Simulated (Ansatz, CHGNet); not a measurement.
For SiGe (model structure, started from the NiAs type, P6₃/mmc, No. 194, 4 atoms in the cell), the machine-learned potential CHGNet 0.3.0 (trained on PBE and PBE+U data) gives:

```
Item                  Result
-------------------  -------
lattice parameter a  3.488 Å
c axis length        6.752 Å
```

**Question.** What does r²SCAN+rVV10 (Ansatz, a first-principles code, plane waves, PAW) give for the same quantities?

**Answer.** 
- lattice constant a: 3.642 Å (increases by 4.4 %)
- lattice parameter c: 6.221 Å (drops by 7.9 %)

Changes are worked out from the printed values.

Unless a cell is named, each level is at its own relaxed cell (CHGNet 0.3.0 17.79, r²SCAN+rVV10 17.86 Å³/atom).

Ansatz's density-functional and Hartree–Fock values are scalar-relativistic unless marked +SOC, with PAW data made under PBE.

A model structure was made by putting elements into a prototype or built by hand; it is no filed structure, need not be a known phase, and can be a saddle point held by its symmetry.
